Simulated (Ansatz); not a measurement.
The starting structures come from a database of crystals and need not be the phases stable at ambient conditions.

Evanescent states of Ba₂MgH₆ (P-3m1, not sure to be the ambient phase, 9 atoms a cell, 14.3 Å³ an atom) along the normal of (110)

Method: r2SCAN (plane waves, PAW; Ansatz, a quantum-chemistry and plane-wave program).

The gap is the functional's own. No spin-orbit coupling. Mid-gap values are interpolated on the energy grid.

Energies count from the valence-band top; κ is the least over a 8×4 mesh across the current.

```json
[
 {"E (eV)": "0.09", "κ (1/Å)": "0.122", "where": "off Γ"},
 {"E (eV)": "0.26", "κ (1/Å)": "0.196", "where": "off Γ"},
 {"E (eV)": "0.42", "κ (1/Å)": "0.239", "where": "Γ"},
 {"E (eV)": "0.59", "κ (1/Å)": "0.267", "where": "Γ"},
 {"E (eV)": "0.77", "κ (1/Å)": "0.289", "where": "Γ"},
 {"E (eV)": "0.94", "κ (1/Å)": "[?]", "where": "Γ"},
 {"E (eV)": "1.10", "κ (1/Å)": "[?]", "where": "Γ"},
 {"E (eV)": "1.27", "κ (1/Å)": "[?]", "where": "Γ"},
 {"E (eV)": "1.45", "κ (1/Å)": "[?]", "where": "Γ"},
 {"E (eV)": "1.61", "κ (1/Å)": "[?]", "where": "off Γ"},
 {"E (eV)": "1.78", "κ (1/Å)": "[?]", "where": "off Γ"},
 {"E (eV)": "1.96", "κ (1/Å)": "[?]", "where": "off Γ"},
 {"E (eV)": "2.12", "κ (1/Å)": "[?]", "where": "off Γ"},
 {"E (eV)": "2.29", "κ (1/Å)": "[?]", "where": "off Γ"},
 {"E (eV)": "2.46", "κ (1/Å)": "[?]", "where": "off Γ"},
 {"E (eV)": "2.63", "κ (1/Å)": "0.267", "where": "off Γ"},
 {"E (eV)": "2.81", "κ (1/Å)": "0.248", "where": "off Γ"},
 {"E (eV)": "2.98", "κ (1/Å)": "0.219", "where": "Γ"},
 {"E (eV)": "3.15", "κ (1/Å)": "0.183", "where": "Γ"},
 {"E (eV)": "3.31", "κ (1/Å)": "0.134", "where": "Γ"}
]
```

Question: What belongs in the gaps?

Answer: 
- 0.94, κ (1/Å): 0.306
- 1.10, κ (1/Å): 0.319
- 1.27, κ (1/Å): 0.329
- 1.45, κ (1/Å): 0.336
- 1.61, κ (1/Å): 0.338
- 1.78, κ (1/Å): 0.331
- 1.96, κ (1/Å): 0.321
- 2.12, κ (1/Å): 0.310
- 2.29, κ (1/Å): 0.297
- 2.46, κ (1/Å): 0.283
